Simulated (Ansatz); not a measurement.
Short convergence ladders for VW3 (I4mm, 4 atoms in the cell)

```
VW3
1.0
    0.00000     3.10949     3.10949
    3.10949     0.00000     3.10949
    3.10949     3.10949     0.00000
V W
1 3
Direct
  0.00804   0.00804   0.99196
  0.25000   0.25000   0.25000
  0.75000   0.75000   0.75000
  0.50000   0.50000   0.50000
```

Base method: LDA (PW92), default PAW files made with PBE (plane waves; Ansatz, a program for electronic structure).

Base settings: basis.ecutwfc = 420 eV; kpoints.mp_grid.grid = 7 7 7; hamiltonian.xc = lda; hamiltonian.pseudopotentials = {kind: paw} (the program's default PAW files); scf.occupations.method = gaussian; scf.occupations.width = 0.1 eV.

The count of work is k-points × plane waves × bands × iterations; it is no time. Core times come from one kind of shared machine, to one figure; runs under 30 s give none.

**The cutoff for other potential files**

Level: DFT, LDA (PW92), plane waves, harder PAW files (source: ansatz) made with PBE.

In this ladder: hamiltonian.pseudopotentials = {kind: paw, source: ansatz}.

The second cell is the first with its lattice scaled by 0.98.

The mesh stays at the base's, so the ladder's end is converged at best in this setting alone.

The first pressure column holds Ansatz's estimate of the finite-basis (Pulay) stress, which hides part of the cutoff error; the other is without it.

Only quantities that move along the ladder and can be compared are tabulated.

```csv
basis.ecutwfc,free energy less the last step's (meV/atom),energy of the compressed cell less the first (meV/atom),pressure (GPa),pressure without the Pulay estimate (GPa),largest difference of a force vector from the last step's (eV/Å),count of work / last,core time / last (rough)
380 eV,33653.47,157.00,-11.93,-2332.63,0.137,0.10,–
460 eV,4485.83,38.28,-7.25,-376.75,0.017,0.15,–
590 eV,132.11,13.38,-6.32,-22.98,0.002,0.20,0.3
715 eV,3.48,15.21,-6.33,-6.66,0.000,0.28,0.4
840 eV,0.94,15.21,-6.33,-6.37,0.000,0.35,0.4
1010 eV,0.61,15.21,-6.33,-6.34,0.000,0.47,0.5
1260 eV,0.35,15.21,-6.33,-6.34,0.000,0.65,0.7
1680 eV,0.00,15.21,-6.33,-6.34,0.000,1.0,1
```

Coarsest basis.ecutwfc that holds the energy of the compressed cell less the first within 0.5 meV/atom of the last step, with all finer ones: 715 eV, at 0.28 of the last step's count of work and about 0.4 of the last step's time; the step before is off by 1.8 meV/atom.

Coarsest basis.ecutwfc that holds the forces within 0.01 eV/Å of the last step, with all finer ones: 590 eV, at 0.20 of the last step's count of work and about 0.3 of the last step's time; the step before is off by 0.017 eV/Å.

Coarsest basis.ecutwfc that holds the pressure within 0.2 GPa of the last step, with all finer ones: 590 eV, at 0.20 of the last step's count of work and about 0.3 of the last step's time; the step before is off by 0.92 GPa.

The energy difference between the two cells stays within 1 meV/atom of the last step's from 715 eV on, the total only from 840 eV on: much of the error is common to both cells and cancels.

At the lowest cutoff the pressure without the Pulay estimate lies 2330 GPa under the last step's, the usual sign of Pulay stress in an incomplete plane-wave basis.

**The relaxed cell against the cutoff**

On VW₃ (Fm-3m, 4 atoms in the cell): atoms on their sites.

In this ladder: relax = cell and atoms.

The mesh stays at the base's, so the ladder's end is converged at best in this setting alone.

Only quantities that move along the ladder and can be compared are tabulated.

| basis.ecutwfc | relaxed volume (Å³/atom) | relaxation steps |
|---|---|---|
| 210 eV | 14.830 | 21 |
| 250 eV | 14.732 | 12 |
| 295 eV | 14.702 | 10 |
| 355 eV | 14.703 | 7 |
| 420 eV | 14.701 | 5 |
| 505 eV | 14.701 | 5 |
| 630 eV | 14.700 | 5 |
| 840 eV | 14.700 | 5 |

Coarsest basis.ecutwfc that holds the relaxed volume within 0.029 Å³/atom of the last step, with all finer ones: 295 eV; the step before is off by 0.031 Å³/atom.

At the lowest cutoff the cell relaxes to a volume 0.9 % larger than at the highest. Ansatz relaxes on a stress corrected for the finite basis.

On the base run: the starting cell comes from a database of computed structures (which also holds hypothetical and non-ambient phases and stackings), without a prior relaxation at this level. Its lattice was rescaled by up to half a per cent. One atom was moved a little off its site on purpose. Spin polarisation is off.

Keys are those of Ansatz 0.2.
